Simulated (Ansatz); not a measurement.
Data:

```xyz
2
Lattice="0.0000 2.8295 2.8295 2.8295 0.0000 2.8295 2.8295 2.8295 0.0000" Properties=species:S:1:pos:R:3 pbc="T T T"
As     4.2442     4.2442     4.2442
Ga     0.0000     0.0000     0.0000
```

No spin polarisation.

A single point on InAs with a change (In → Ga), its geometry relaxed with PBEsol.

Level of theory: r2SCAN (Ansatz, a quantum-chemistry and plane-wave program, PAW, no SOC). k-mesh 10×10×10 (Γ-centred); smearing 0.05 eV (Fermi–Dirac).

Question: Predict the pressure, electron mass and band gap.

Answer: The pressure is 0.30 GPa and the electron mass comes out as 0.052 mₑ (at Γ). The band gap is 0.99 eV.

Single points use the geometry relaxed with PBEsol. Effective masses come from finite differences of ±0.01 Å⁻¹. No phonon test of stability was made. The cell was made from InAs by this change: In → Ga.
